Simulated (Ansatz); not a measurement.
## Converging shifted k-point meshes: HgPPt5 (P4mm, 7 atoms in the cell)

```
HgPPt5
1.0
    3.95873     0.00000     0.00000
    0.00000     3.95873     0.00000
    0.00000     0.00000     7.24589
Hg P Pt
1 1 5
Direct
  0.50000   0.50000   0.00690
  0.00000   0.00000   0.50000
  0.00000   0.50000   0.30307
  0.00000   0.50000   0.69693
  0.50000   0.00000   0.30307
  0.50000   0.00000   0.69693
  0.00000   0.00000   0.00000
```

Level of theory: PBEsol, default PAW files made with PBE (plane waves; Ansatz, a quantum-chemistry and plane-wave program).

Base settings: basis.ecutwfc = 420 eV; kpoints.mp_grid.grid = 8 8 5; hamiltonian.xc = pbesol; hamiltonian.pseudopotentials = {kind: paw} (the program's default PAW files); scf.occupations.method = gaussian; scf.occupations.width = 0.1 eV.

In this ladder: kpoints.mp_grid.shift = 0.5 0.5 0.5.

Only quantities that move along the ladder and can be compared are tabulated.

The count of work is k-points × plane waves × bands × iterations; it is no time. 

The starting cell comes from a database of computed structures (which also holds hypothetical and non-ambient phases and stackings), without a prior relaxation at this level. Its lattice was rescaled by up to half a per cent. One atom was moved a little off its site on purpose. Spin polarisation is off; with an odd number of electrons in the cell that forces a metal, and a magnetic state may lie lower. In the base run, with a pressure of about -8 GPa the cell is away from its equilibrium volume at this level. Ansatz's pressure includes its estimate of the finite-basis (Pulay) stress.

Steps (kpoints.mp_grid.grid): 2 2 1; 2 2 2; 3 3 2; 4 4 2; 5 5 3; 6 6 4; 7 7 4; 9 9 5; 11 11 6; 13 13 7; 16 16 9; 20 20 11; 25 25 14.

Question: What is the coarsest kpoints.mp_grid.grid that holds the free energy within 0.5 meV/atom of the last step, with all finer ones?

Answer: 6 6 4, at 0.019 of the last step's count of work; the step before is off by 3.8 meV/atom.

Question: What is the coarsest kpoints.mp_grid.grid that holds the pressure within 0.5 GPa of the last step, with all finer ones?

Answer: 4 4 2, at 0.0041 of the last step's count of work; the step before is off by 1.1 GPa.

Question: What is the coarsest kpoints.mp_grid.grid that holds the forces within 0.01 eV/Å of the last step, with all finer ones?

Answer: 9 9 5, at 0.071 of the last step's count of work; the step before is off by 0.012 eV/Å.

```csv
kpoints.mp_grid.grid,free energy less the last step's (meV/atom),pressure (GPa),largest difference of a force vector from the last step's (eV/Å),count of work / last
2 2 1,214.64,-6.13,0.344,0.0014
2 2 2,60.89,-5.63,0.400,0.0014
3 3 2,-37.85,-8.67,0.061,0.0041
4 4 2,3.05,-7.68,0.160,0.0041
5 5 3,-3.81,-7.65,0.011,0.019
6 6 4,0.15,-7.61,0.014,0.019
7 7 4,0.06,-7.55,0.012,0.031
9 9 5,-0.39,-7.59,0.009,0.071
11 11 6,-0.12,-7.62,0.003,0.099
13 13 7,-0.10,-7.62,0.003,0.18
16 16 9,0.05,-7.60,0.001,0.28
20 20 11,-0.03,-7.61,0.001,0.52
25 25 14,0.00,-7.60,0.000,1.0
```

Keys are those of Ansatz 0.2.
